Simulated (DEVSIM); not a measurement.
System: abrupt GaAs n-p junction, at 300 K.

```
layer (left to right)  material  thickness (μm)  Nd (cm⁻³)  Na (cm⁻³)  τn (s)  τp (s)
---------------------  --------  --------------  ---------  ---------  ------  ------
1                          GaAs            12.0       7e15          -  1.1e-8  1.1e-8
2                          GaAs            6.80          -     1.6e16  1.1e-8  1.1e-8
```

Left contact: ohmic. Right contact: ohmic. Voltage is applied to the left contact. Recombination: SRH at mid-gap, Auger. Mobility is constant in doping.

This is a model device: material constants are rounded textbook-type values typed into the input, and sizes, dopings and lifetimes were drawn at random. Values at 300 K.

```
parameter        GaAs
-------------  ------
gap (eV)        1.424
affinity (eV)    4.07
permittivity     12.9
Nc (cm⁻³)      4.7e17
Nv (cm⁻³)        9e18
μn (cm²/Vs)      8500
μp (cm²/Vs)       400
Cn (cm⁶/s)      1e-30
Cp (cm⁶/s)      1e-30
```

Simulated with DEVSIM: 1D drift-diffusion, Boltzmann statistics, complete ionisation; no tunnelling, impact ionisation, image-force lowering or self-heating.

Question: Give the dark reverse current.

Answer: 
```tsv
V (V)	J (A/cm²)
0.04	3.2e-11
0.10	6.5e-11
0.20	1.1e-10
0.30	1.5e-10
0.40	1.9e-10
0.60	2.6e-10
0.80	3.3e-10
1.00	3.9e-10
1.30	4.8e-10
1.60	5.6e-10
2.00	6.7e-10
```
